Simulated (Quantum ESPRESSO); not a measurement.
Worked example: self-consistent single point of LaTeCl (P4/nmm, 6 atoms in the cell) in Quantum ESPRESSO.

Computed with vdW-DF-cx, GBRV 1.5 ultrasoft (PBE) pseudopotentials (plane waves; Quantum ESPRESSO).

```xyz
6
Lattice="4.5552 0.0000 0.0000 0.0000 4.5552 0.0000 0.0000 0.0000 8.3201" Properties=species:S:1:pos:R:3 pbc="T T T"
La     0.0000     2.2776     6.3158
La     2.2776     0.0000     2.0043
Te     0.0000     2.2776     3.0113
Te     2.2776     0.0000     5.3088
Cl     0.0000     0.0000     0.0000
Cl     2.2776     2.2776     0.0000
```

Reference input (self-consistent single point, DFT, PBEsol, plane waves, GBRV 1.5 ultrasoft (PBESOL) pseudopotentials): ecutwfc = 40 Ry; ecutrho = 200 Ry; occupations = smearing; smearing = fermi-dirac; degauss = 0.0036749 Ry; potentials = {La: la_pbesol_v1.uspp.F.UPF, Te: te_pbesol_v1.uspp.F.UPF, Cl: cl_pbesol_v1.4.uspp.F.UPF}; K_POINTS = automatic 7 7 4 0 0 0; conv_thr = 1e-10 Ry; mixing_beta = 0.7. This run's input differs from it in these lines:

```diff
@@ -17,2 +17,3 @@
   degauss = 0.0036749,
+  input_dft = 'vdw-df-cx',
 /
@@ -23,5 +24,5 @@
 ATOMIC_SPECIES
-La   138.9055  la_pbesol_v1.uspp.F.UPF
-Te   127.6000  te_pbesol_v1.uspp.F.UPF
-Cl    35.4500  cl_pbesol_v1.4.uspp.F.UPF
+La   138.9055  la_pbe_v1.uspp.F.UPF
+Te   127.6000  te_pbe_v1.uspp.F.UPF
+Cl    35.4500  cl_pbe_v1.4.uspp.F.UPF
 CELL_PARAMETERS {angstrom}
```

Log, with long lists cut:

```
     Self-consistent Calculation

     iteration #  1     ecut=    40.00 Ry     beta= 0.70

     Threshold (ethr) on eigenvalues was too large:
     Diagonalizing with lowered threshold

     negative rho (up, down):  1.574E-01 0.000E+00

     total energy              =    -324.86206624 Ry
     estimated scf accuracy    <       0.07402220 Ry

     iteration #  2     ecut=    40.00 Ry     beta= 0.70

     negative rho (up, down):  1.459E-01 0.000E+00

     total energy              =    -324.87274525 Ry
     estimated scf accuracy    <       0.04838094 Ry

     iteration #  3     ecut=    40.00 Ry     beta= 0.70

     negative rho (up, down):  1.422E-01 0.000E+00

     total energy              =    -324.88335006 Ry
     estimated scf accuracy    <       0.00691990 Ry

   [... 6 blocks of this kind left out ...]

     iteration # 10     ecut=    40.00 Ry     beta= 0.70
     c_bands:  2 eigenvalues not converged

     negative rho (up, down):  1.412E-01 0.000E+00

     total energy              =    -324.88569438 Ry
     estimated scf accuracy    <       0.00000001 Ry

     iteration # 11     ecut=    40.00 Ry     beta= 0.70

     negative rho (up, down):  1.412E-01 0.000E+00
     End of self-consistent calculation

     the Fermi energy is     8.5603 ev

!    total energy              =    -324.88569438 Ry
     estimated scf accuracy    <          5.3E-11 Ry
     smearing contrib. (-TS)   =      -0.00000287 Ry
     internal energy E=F+TS    =    -324.88569151 Ry

     convergence has been achieved in  11 iterations

     negative rho (up, down):  1.412E-01 0.000E+00

     Forces acting on atoms (cartesian axes, Ry/au):

     atom    1 type  1   force =     0.00000000    0.00000000    0.00213226
     atom    2 type  1   force =     0.00000000    0.00000000   -0.00213226
     atom    3 type  2   force =     0.00000000    0.00000000    0.00040363
     atom    4 type  2   force =     0.00000000    0.00000000   -0.00040363
     atom    5 type  3   force =     0.00000000    0.00000000    0.00000000
   [... lines left out ...]
     Total force =     0.003069     Total SCF correction =     0.000008
   [... lines left out ...]

     negative rho (up, down):  1.412E-01 0.000E+00
          total   stress  (Ry/bohr**3)                   (kbar)     P=      -22.10
  -0.00015310   0.00000000   0.00000000          -22.52        0.00        0.00
   0.00000000  -0.00015310   0.00000000            0.00      -22.52        0.00
   0.00000000   0.00000000  -0.00014457            0.00        0.00      -21.27

   JOB DONE.
```

The run converged in 11 iterations. Against the reference run the pressure goes from -2.69 to -2.21 GPa, the largest force goes from 0.093 to 0.055 eV/Å and the gap on the mesh goes from 0.563 to 0.617 eV. The full log also holds: “c_bands:  3 eigenvalues not converged”.

The starting cell comes from a database of computed structures (which also holds hypothetical and non-ambient phases and stackings), without a prior relaxation at this level. Spin-orbit coupling is off.

Cost on one core of a shared machine: roughly 3 min.
